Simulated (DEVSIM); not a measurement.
Device: Al/SiO2/p-InP capacitor, at 400 K.

```tsv
layer (left to right)	material	thickness (nm)	Na (cm⁻³)
1	SiO2	32.0	-
2	InP	14000	2e15
```

Metal gate on the left, work function 4.1 eV. Fixed charge at the semiconductor interface 0 cm⁻² (in units of +e); no interface traps.

Constants are typed, rounded textbook-type inputs, not results; the design itself was drawn at random and stands for no fabricated device. Values at 300 K; Nc and Nv go as T^1.5, mobilities as T to minus their exponent, the gap by Varshni's rule with the affinity fixed.

| parameter | SiO2 | InP |
|---|---|---|
| gap (eV) | 9 | 1.344 |
| affinity (eV) | 0.9 | 4.38 |
| permittivity | 3.9 | 12.5 |
| Nc (cm⁻³) | - | 5.7e17 |
| Nv (cm⁻³) | - | 1.1e19 |
| Varshni α (eV/K) | - | 0.000363 |
| Varshni β (K) | - | 162 |

Model (solved in DEVSIM): 1D Poisson equation in equilibrium, Boltzmann statistics, complete ionisation; no quantum confinement or tunnelling. Metal contacts follow the ideal Schottky-Mott rule: no Fermi-level pinning, no interface dipoles.

The substrate doping was swept, all else fixed.

| substrate doping (cm^-3) | flat-band voltage (V) | minimum of the low-frequency capacitance (μF/cm²) | threshold voltage (band bending 2φF) (V) |
|---|---|---|---|
| 1e14 | -1.18 | 0.00454 | -0.55 |
| 2e14 | -1.20 | 0.00601 | -0.51 |
| 4e14 | -1.22 | 0.00788 | -0.45 |
| 1e15 | -1.26 | 0.0113 | -0.36 |
| 2e15 | -1.28 | 0.0149 | -0.27 |
| 4e15 | -1.30 | 0.0193 | -0.15 |

From the first row to the last the flat-band voltage goes from -1.18 to -1.30. From the first row to the last the minimum of the low-frequency capacitance goes from 0.00454 to 0.0193.
